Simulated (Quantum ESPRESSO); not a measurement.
Quantum ESPRESSO 7.5, DFT, PBE, plane waves, SSSP 1.1.2 efficiency PBE: bcc Fe with 2 Cu on Fe sites, atoms displaced (Fe6Cu2), unrelaxed at the host's lattice constant, 8 atoms, spin-polarised from a ferromagnetic start (nspin = 2, starting_magnetization 0.3 on Fe), ending non-magnetic. Basis and mesh were picked for this test and aren't claimed converged.

| Quantity | Result |
|---|---|
| cell | 4.96, 4.96, 4.96 Å; 109.5, 109.5, 109.5° |
| distance to the nearest atom | 2.30 to 2.42 Å |
| task | scf |
| k mesh | 3×3×3 |
| ecutwfc | 45 Ry |
| ecutrho | 360 Ry |
| occupations | smearing |
| smearing | mv |
| degauss | 0.02 Ry |
| conv_thr | 8e-09 Ry |
| tprnfor | true |
| tstress | false |
| k-point pools (-nk) | 8 |
| diagonalization | david (default) |
| k-points computed (for each spin) | 14 |
| bands | 80 |
| electrons | 134 |
| G-vectors of the density | 73093 |
| FFT grid | 60×60×60 |

Settings of this run: mixing_mode = plain, mixing_beta = 0.7, mixing_ndim = 2; 8 ranks.

```tsv
SCF iteration	band solver's avg # of iterations (first pass)	estimated scf accuracy (Ry)
1	2.0	7.15942551
2	6.3	244.11677608
3	6.1	2.94718371
4	2.0	2.74163102
5	3.2	33.56026932
6	3.8	150.99481687
7	3.9	1.88852638
8	6.3	59.39348496
9	4.6	25.64728943
10	3.5	81.33094211
11	7.5	148.05816368
12	7.9	115.97983937
13	8.4	202.89055777
14	9.1	306.59217251
…	…	…
51	7.7	255.61358184
52	8.2	222.64481054
53	8.6	231.19984094
54	8.4	361.20548153
55	7.8	255.52437363
56	8.0	222.34787767
57	8.4	231.76634006
58	8.5	360.71694400
…	…	…
93	8.2	251.08708651
94	8.0	380.29587917
95	8.9	247.68361988
96	8.5	228.33401009
97	8.1	251.33124038
98	8.0	380.62809417
99	8.7	247.81450973
100	8.5	228.36116537
```

It was not converged after the 100 iterations allowed.

Task: What should be changed so that self-consistency is reached?

Result: This is not unique; one that fits is mixing_ndim = 8 (default) (40 SCF iterations), all else kept. With more settings changed, the fewest of all runs of this system: mixing_mode = local-TF, mixing_beta = 0.4, mixing_ndim = 8 (default) (16). Counts are of single runs.
